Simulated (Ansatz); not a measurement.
**TiSi2, pressure series**

Consider TiSi2 (space group Cmcm, No. 63; a = 3.515 Å, b = 13.349 Å, c = 3.557 Å).

Cell and atoms are relaxed at each pressure.

Computed with plane-wave PAW DFT at the PBEsol level (Ansatz, an electronic-structure program, 420 eV), no spin-orbit coupling, earlier PAW set.

Notes on the quantities. enthalpy: H = E + PV relative to the base's energy.

```tsv
change	enthalpy	shortest interatomic distance
base	–	2.394 Å
pressure −1 GPa	-0.09 eV/atom	[?]
pressure 0.3 GPa	+0.03 eV/atom	2.393 Å
pressure 0.7 GPa	+0.06 eV/atom	2.392 Å
pressure 1.5 GPa	+0.13 eV/atom	2.390 Å
pressure 3 GPa	+0.26 eV/atom	2.386 Å
pressure 5 GPa	+0.43 eV/atom	2.381 Å
pressure 7.5 GPa	+0.63 eV/atom	2.375 Å
pressure 10 GPa	+0.84 eV/atom	[?]
```

Task: Some entries are withheld; estimate them.

Result: 
- pressure −1 GPa, shortest interatomic distance: 2.396 Å
- pressure 10 GPa, shortest interatomic distance: 2.370 Å

Load acts through the strain it causes; cell and atoms are relaxed under it. Whether these cells are dynamically stable was not tested. No other phases were tried under pressure. All final runs are without spin polarisation.
